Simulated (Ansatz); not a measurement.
Start from Rh in the fcc (Cu type) structure (space group Fm-3m, No. 225; a = 3.782 Å; relaxed with 0.1 eV smearing). Axes: x, y, z lie along the cube axes.

Calculations: plane-wave PAW DFT at the PBEsol level (Ansatz, a quantum-chemistry and plane-wave program, 420 eV), no spin-orbit coupling.

For the base:

The shortest interatomic distance comes out as 5.053 bohr.

Modification: a pure shear with ε_xy = ε_yx = 0.0057; the atoms relax in the strained cell.

**Question.** What does the calculation give for the energy relative to the base after the change?

**Answer.** The energy increases by 1.1 meV/atom.

**Question.** Estimate the effect on the stress.

**Answer.** The stress (xx, yy, zz, yz, xz, xy; compression positive) comes out as (0.1, 0.1, 0.0, 0.0, 0.0, -2.4) GPa.

**Question.** Estimate the effect on the shortest interatomic distance.

**Answer.** The shortest interatomic distance decreases by 0.029 bohr, from 5.053 bohr to 5.024 bohr.

No phonon test of stability was made. All final runs are without spin polarisation.
